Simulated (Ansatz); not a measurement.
BeS, response to strain

Start from BeS in the zinc blende structure (space group F-43m, No. 216; a = 4.868 Å). Axes: x, y, z lie along the cube axes.

Strains are applied to the cell and any free atomic positions relax; under biaxial strain the out-of-plane vector relaxes too; under stress the whole cell relaxes.

All numbers come from r2SCAN/PAW in Ansatz (a first-principles code), spin-orbit coupling left out, earlier PAW set.

Candidates:
(a) biaxial strain −4.70 %, plane normal [001], relaxed out of plane
(b) strain tensor (xx, yy, zz, yz, xz, xy) = (+1.17, +0.43, −0.15, +0.48, −0.84, −1.41) %
(c) strain tensor (xx, yy, zz, yz, xz, xy) = (+0.53, +0.75, −0.02, +0.44, +2.28, +0.09) %
(d) uniaxial stress, 8 GPa tension along z

Before the change:

The band gap is 3.59 eV.

Q: Order them by band gap, highest first.

A: (b) strain tensor (xx, yy, zz, yz, xz, xy) = (+1.17, +0.43, −0.15, +0.48, −0.84, −1.41) % (3.46 eV), (c) strain tensor (xx, yy, zz, yz, xz, xy) = (+0.53, +0.75, −0.02, +0.44, +2.28, +0.09) % (3.39 eV), (d) uniaxial stress, 8 GPa tension along z (3.33 eV), (a) biaxial strain −4.70 %, plane normal [001], relaxed out of plane (3.04 eV)

Beyond what the load breaks, stability against distortions was not tested.
